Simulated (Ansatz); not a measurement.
# A computed series for IrO2: pressure series

Consider IrO$_{2}$ in the rutile structure (space group P4_2/mnm, No. 136; a = 4.5293 Å, c = 3.1798 Å).

Cell and atoms are relaxed at each pressure.

Computed with Ansatz (a first-principles code) PBE, spin-orbit coupling left out.

| change | density | shortest interatomic distance |
|---|---|---|
| base | 11.42 g/cm³ | 1.976 Å |
| pressure −2 GPa | 11.33 g/cm³ | 1.982 Å |
| pressure −1 GPa | 11.37 g/cm³ | 1.979 Å |
| pressure 1.8 GPa | 11.49 g/cm³ | 1.971 Å |
| pressure 4.2 GPa | 11.59 g/cm³ | 1.964 Å |
| pressure 9 GPa | 11.78 g/cm³ | 1.952 Å |
| pressure 18 GPa | 12.12 g/cm³ | 1.932 Å |
| pressure 30 GPa | 12.52 g/cm³ | 1.909 Å |
| pressure 45 GPa | 12.97 g/cm³ | 1.886 Å |
| pressure 60 GPa | 13.38 g/cm³ | 1.865 Å |

Load acts through the strain it causes; cell and atoms are relaxed under it. Stability against distortions was not tested. Competing high-pressure phases were not computed. No Hubbard U is applied, and correlation can decide whether such a compound is a metal. All final runs are without spin polarisation.
